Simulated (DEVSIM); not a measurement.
System: Cr/SiO2/p-Si capacitor, at 300 K.

| layer (left to right) | material | thickness (nm) | Na (cm⁻³) |
|---|---|---|---|
| 1 | SiO2 | 16.0 | - |
| 2 | Si | 3400 | 2.9e16 |

Metal gate on the left, work function 4.5 eV. Fixed charge at the semiconductor interface 1.1e11 cm⁻² (in units of +e); no interface traps.

Constants are typed, rounded textbook-type inputs, not results; the design itself was drawn at random and stands for no fabricated device. Values at 300 K.

```csv
parameter,SiO2,Si
gap (eV),9,1.124
affinity (eV),0.9,4.05
permittivity,3.9,11.7
Nc (cm⁻³),-,2.86e19
Nv (cm⁻³),-,3.1e19
```

Simulated with DEVSIM: 1D Poisson equation in equilibrium, Boltzmann statistics, complete ionisation; no quantum confinement or tunnelling. Metal contacts follow the ideal Schottky-Mott rule: no Fermi-level pinning, no interface dipoles.

### Question
Tabulate band edges, carrier densities and field at 0.1 V on the gate.

### Answer
Energies count from the Fermi level of the right contact; mesh points crowd at the junctions.

| x (μm) | Ec (eV) | Ev (eV) | n (cm⁻³) | p (cm⁻³) | field (V/cm) |
|---|---|---|---|---|---|
| 0.000 | 3.500 | -5.500 | < 1e2 | < 1e2 | 120000 |
| 0.001445 | 3.518 | -5.482 | < 1e2 | < 1e2 | 120000 |
| 0.004256 | 3.552 | -5.448 | < 1e2 | < 1e2 | 120000 |
| 0.009715 | 3.619 | -5.381 | < 1e2 | < 1e2 | 120000 |
| 0.01442 | 3.676 | -5.324 | < 1e2 | < 1e2 | 120000 |
| 0.01589 | 3.694 | -5.306 | < 1e2 | < 1e2 | 120000 |
| 0.01728 | 0.553 | -0.571 | 1.5e10 | 7.9e9 | 57000 |
| 0.02232 | 0.581 | -0.543 | 4.9e9 | 2.4e10 | 55000 |
| 0.03171 | 0.631 | -0.493 | 7.2e8 | 1.6e11 | 51000 |
| 0.05419 | 0.734 | -0.390 | 1.4e7 | 8.6e12 | 41000 |
| 0.1036 | 0.880 | -0.244 | 47000 | 2.5e15 | 19000 |
| 0.2862 | 0.944 | -0.180 | 4000 | 2.9e16 | 20 |
| 0.6478 | 0.944 | -0.180 | 4000 | 2.9e16 | ≈ 0 |
| 1.491 | 0.944 | -0.180 | 4000 | 2.9e16 | ≈ 0 |
| 2.736 | 0.944 | -0.180 | 4000 | 2.9e16 | ≈ 0 |
| 3.125 | 0.944 | -0.180 | 4000 | 2.9e16 | ≈ 0 |
| 3.292 | 0.944 | -0.180 | 4000 | 2.9e16 | ≈ 0 |
| 3.362 | 0.944 | -0.180 | 4000 | 2.9e16 | ≈ 0 |
| 3.399 | 0.944 | -0.180 | 4000 | 2.9e16 | ≈ 0 |
| 3.409 | 0.944 | -0.180 | 4000 | 2.9e16 | ≈ 0 |
| 3.414 | 0.944 | -0.180 | 4000 | 2.9e16 | ≈ 0 |
| 3.416 | 0.944 | -0.180 | 4000 | 2.9e16 | ≈ 0 |
